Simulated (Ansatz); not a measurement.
## What isotropic strain −2.50 % does to InAs

Base system: InAs in the zinc blende structure (space group F-43m, No. 216; a = 6.087 Å).

Now apply this change: every lattice vector is shortened by 2.50 %; the atoms relax in the strained cell.

Computed with PBEsol, PAW, 420 eV (Ansatz, a first-principles code; scalar-relativistic without spin-orbit coupling). Settings: 9×9×9 k-points, 0.05 eV Fermi–Dirac smearing.

The volume per atom drops by 2.062 Å³ (28.20 Å³ → 26.13 Å³) and the space group is still F-43m (No. 216). The shortest interatomic distance drops by 0.066 Å (2.636 Å → 2.570 Å) and the energy rises by 30 meV/atom. The pressure goes from zero to 5.1 GPa and the band gap stays zero.

Final structure:

```yaml
crystal:
  lattice:
    - [0.00000, 2.96755, 2.96755]
    - [2.96755, 0.00000, 2.96755]
    - [2.96755, 2.96755, 0.00000]
  atoms:
    - { symbol: In, position: [0.00000, 0.00000, 0.00000] }
    - { symbol: As, position: [0.25000, 0.25000, 0.25000] }
```

A case with no gap was solved on a k-mesh chosen for an insulator, which is coarse for it. Whether these cells are dynamically stable was not tested. All final runs are without spin polarisation. The zero or small gap of InAs can change with the level of theory.
